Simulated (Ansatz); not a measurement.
The structure below was relaxed with Ansatz (a program for electronic structure) PBEsol, no spin-orbit coupling, at pressure 10 GPa.

Space group I-43d (No. 220); a = b = c = 6.6218 Å, α = β = γ = 90.00°

| atom | site | symmetry | x | y | z |
|---|---|---|---|---|---|
| Zr | 12a | -4.. | 0.0000 | 0.2500 | 0.3750 |
| N | 16c | .3. | 0.0732 | 0.0732 | 0.0732 |

Write out a cell with all atoms.


```xyz
28
Lattice="6.6218 0.0000 0.0000 0.0000 6.6218 0.0000 0.0000 0.0000 6.6218" Properties=species:S:1:pos:R:3 pbc="T T T"
Zr     0.0000     4.9663     0.8277
Zr     0.0000     1.6554     2.4832
Zr     0.8277     0.0000     4.9663
Zr     2.4832     0.0000     1.6554
Zr     4.9663     0.8277     0.0000
Zr     1.6554     2.4832     0.0000
N      2.1404     2.1404     2.1404
N      0.4850     6.1368     2.8259
N      1.1705     4.4814     5.4513
N      2.8259     0.4850     6.1368
N      5.4513     1.1705     4.4814
N      0.4850     0.4850     0.4850
N      4.4814     5.4513     1.1705
N      6.1368     2.8259     0.4850
Zr     3.3109     1.6554     4.1386
Zr     3.3109     4.9663     5.7941
Zr     4.1386     3.3109     1.6554
Zr     5.7941     3.3109     4.9663
Zr     1.6554     4.1386     3.3109
Zr     4.9663     5.7941     3.3109
N      5.4513     5.4513     5.4513
N      3.7959     2.8259     6.1368
N      4.4814     1.1705     2.1404
N      6.1368     3.7959     2.8259
N      2.1404     4.4814     1.1705
N      3.7959     3.7959     3.7959
N      1.1705     2.1404     4.4814
N      2.8259     6.1368     3.7959
```
This is the conventional cell.

Load acts through the strain it causes; cell and atoms are relaxed under it. Stability against distortions was not tested. No other phases were tried under pressure. The cell was made from Zr3N4 (space group I-43d, No. 220) by this change: pressure 10 GPa.
